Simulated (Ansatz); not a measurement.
The parent structure is PbS in the rock salt structure (space group Fm-3m, No. 225; a = 5.9030 Å).

Method: Kohn–Sham DFT with the PBEsol functional, run in Ansatz (an electronic-structure program) with PAW and 420 eV plane waves, spin-orbit coupling left out.

For the base:

| Quantity | Value |
|---|---|
| Gap character | direct at L |
| Volume per atom | 25.71 Å³ |

One thing is altered: cell and atoms relaxed at a pressure of 1.5 GPa.

Estimate the effect on the mean gap deformation potential ΔEg/Δln V.

The mean gap deformation potential ΔEg/Δln V is +4.0 eV.

Predict the new gap character.

The gap character stays direct at L.

How does this affect the volume per atom?

The volume per atom falls by 0.60 Å³ (25.71 Å³ → 25.11 Å³).

Spin-orbit coupling, missing from the scalar runs, can matter with Pb. Load acts through the strain it causes; cell and atoms are relaxed under it. Whether these cells are dynamically stable was not tested. The base started in Pnma and relaxed to Fm-3m at this level.
